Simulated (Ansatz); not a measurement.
Results of rVV10 in Ansatz (PAW) for cubic perovskite KNiF₃.

Settings: plane-wave cutoff 520 eV, 8×8×8 k mesh, Fermi–Dirac smearing 0.01 eV, spin-polarised with parallel moments, scalar-relativistic PAW data made under PBE.

The cell is scaled about its equilibrium volume:

| V (Å³/atom) | P (GPa) | direct gap at Γ (eV) | smallest gap on the k mesh (eV) |
|---|---|---|---|
| 12.517 | 5.91 | 1.928 | 0.711 |
| 12.783 | 3.71 | 1.894 | 0.756 |
| 13.049 | 1.75 | 1.863 | 0.798 |
| 13.316 | 0.00 | 1.834 | 0.837 |
| 13.582 | -1.56 | 1.806 | 0.874 |
| 13.848 | -2.96 | 1.781 | 0.907 |
| 14.115 | -4.20 | 1.757 | 0.938 |

The fundamental gap (0.84 eV at the equilibrium volume, with added k points) lies elsewhere than Γ–Γ.

Note: the magnetic order was assumed, not searched for or taken from measurement; without U or exact exchange, gaps and moments of open d shells tend to come out too small.

Ansatz is a program for electronic structure.
